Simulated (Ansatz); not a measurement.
The parent structure is Mo in the bcc (W type) structure (space group Im-3m, No. 229; a = 3.130 Å; relaxed with 0.1 eV smearing). Axes: x, y, z lie along the cube axes.

Calculations: PBEsol (Ansatz, a quantum-chemistry and plane-wave program; PAW; 420 eV plane waves; no spin-orbit coupling).

Base values:

- Shortest interatomic distance = 2.711 Å

Modification: tensile biaxial strain of 1.00 % in the plane normal to [001], as in epitaxy on a mismatched substrate; the out-of-plane cell vector and the atoms relax.

**Question.** Predict the new energy relative to the base, shortest interatomic distance and in-plane stress.

**Answer.** The energy increases by 5.1 meV/atom; the shortest interatomic distance goes up by 0.012 Å, from 2.711 Å to 2.723 Å; the mean in-plane stress (compression positive) comes out as -5.3 GPa.

No phonon test of stability was made. All final runs are without spin polarisation.
